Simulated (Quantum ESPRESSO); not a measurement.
Input and output of a self-consistent single point for ScPt3 (P1, 4 atoms in the cell) (Quantum ESPRESSO).

Level of theory: PBEsol, GBRV 1.5 ultrasoft (PBESOL) pseudopotentials (plane waves; Quantum ESPRESSO).

```
ScPt3
1.0
    3.95400     0.00000     0.00000
    0.00000     3.95400     0.00000
    0.00000     0.00000     3.95400
Sc Pt
1 3
Direct
  0.00483   0.00408   0.99827
  0.99074   0.48551   0.50419
  0.48772   0.97875   0.49377
  0.51671   0.53166   0.00377
```

Reference input (self-consistent single point, DFT, PBEsol, plane waves, GBRV 1.5 ultrasoft (PBESOL) pseudopotentials): ecutwfc = 50 Ry; ecutrho = 400 Ry; occupations = smearing; smearing = marzari-vanderbilt; degauss = 0.019992 Ry; potentials = {Sc: sc_pbesol_v1.uspp.F.UPF, Pt: pt_pbesol_v1.4.uspp.F.UPF}; K_POINTS = automatic 6 6 6 0 0 0; conv_thr = 1e-10 Ry; mixing_beta = 0.4. This run's input differs from it in these lines:

```diff
@@ -16,3 +16,3 @@
     smearing = 'marzari-vanderbilt',
-    degauss = 0.019992,
+    degauss = 0.02205,
 /
@@ -31,3 +31,3 @@
 K_POINTS automatic
-6 6 6  0 0 0
+5 5 5  0 0 0
 CELL_PARAMETERS angstrom
```

Log, with long lists cut:

```
     Self-consistent Calculation

     iteration #  1     ecut=    50.00 Ry     beta= 0.40

     negative rho (up, down):  5.210E-01 0.000E+00

     total energy              =    -724.11043129 Ry
     estimated scf accuracy    <       5.89636248 Ry

     iteration #  2     ecut=    50.00 Ry     beta= 0.40

     negative rho (up, down):  5.258E-01 0.000E+00

     total energy              =    -726.06986534 Ry
     estimated scf accuracy    <       2.51681953 Ry

     iteration #  3     ecut=    50.00 Ry     beta= 0.40

     negative rho (up, down):  5.176E-01 0.000E+00

     total energy              =    -726.02283087 Ry
     estimated scf accuracy    <       0.33645434 Ry

   [... 10 blocks of this kind left out ...]

     iteration # 14     ecut=    50.00 Ry     beta= 0.40

     negative rho (up, down):  5.173E-01 0.000E+00

     total energy              =    -726.20109311 Ry
     estimated scf accuracy    <       0.00000003 Ry

     iteration # 15     ecut=    50.00 Ry     beta= 0.40

     negative rho (up, down):  5.173E-01 0.000E+00
     End of self-consistent calculation

     the Fermi energy is    20.1631 ev

!    total energy              =    -726.20109311 Ry
     estimated scf accuracy    <          2.1E-11 Ry
     smearing contrib. (-TS)   =       0.00060956 Ry
     internal energy E=F+TS    =    -726.20170267 Ry

     convergence has been achieved in  15 iterations

     negative rho (up, down):  5.173E-01 0.000E+00

     Forces acting on atoms (cartesian axes, Ry/au):

     atom    1 type  1   force =    -0.00374893    0.00376114    0.00107073
     atom    2 type  2   force =     0.02194889    0.00769256   -0.00451724
     atom    3 type  2   force =     0.01374462    0.05994810    0.01562643
     atom    4 type  2   force =    -0.03194459   -0.07140180   -0.01217992

     Total force =     0.104329     Total SCF correction =     0.000006

     negative rho (up, down):  5.173E-01 0.000E+00
          total   stress  (Ry/bohr**3)                   (kbar)     P=       20.64
   0.00004469  -0.00001600  -0.00000572            6.57       -2.35       -0.84
  -0.00001600   0.00013642   0.00006341           -2.35       20.07        9.33
  -0.00000572   0.00006341   0.00023975           -0.84        9.33       35.27

   JOB DONE.
```

The run converged in 15 iterations. Against the reference run the free energy hardly moves (within 1 meV/atom), the pressure goes from 1.63 to 2.06 GPa and the largest force goes from 2.098 to 2.035 eV/Å.

The starting cell comes from a database of published, mostly measured structures (it also holds non-ambient and calculated ones), without a prior relaxation at this level. Its atoms were displaced at random from the sites of space group no. 221. Spin polarisation is off. Forces in this geometry exceed 1 eV/Å.

Cost on one core of a shared machine: roughly 2 min.
